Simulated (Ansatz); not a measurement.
Consider KTaO3 in the cubic perovskite structure (space group Pm-3m, No. 221; a = 4.0244 Å).

Computed with PBE in Ansatz (plane waves to 420 eV, PAW, scalar-relativistic without spin-orbit coupling).

Before the change:

The band gap is 2.16 eV and the smallest direct gap is 2.78 eV. The lattice parameter a is 4.024 Å. The gap character is indirect, R → Γ.

Now apply this change: a hydrostatic pressure of 75 GPa.

### Question
What happens to the band gap?

### Answer
The band gap rises by 0.475 eV (2.16 eV → 2.64 eV).

### Question
Predict the new smallest direct gap.

### Answer
The smallest direct gap increases by 0.183 eV (2.78 eV → 2.97 eV).

### Question
What does the calculation give for the lattice parameter a after the change?

### Answer
The lattice parameter a falls by 0.305 Å to 3.719 Å.

### Question
Estimate the effect on the gap character.

### Answer
The gap character is still indirect, R → Γ.

With Ta present, leaving out spin-orbit coupling can change the band edges. Load acts through the strain it causes; cell and atoms are relaxed under it. Stability against distortions was not tested. No other phases were tried under pressure.

Ansatz is a program for electronic structure.
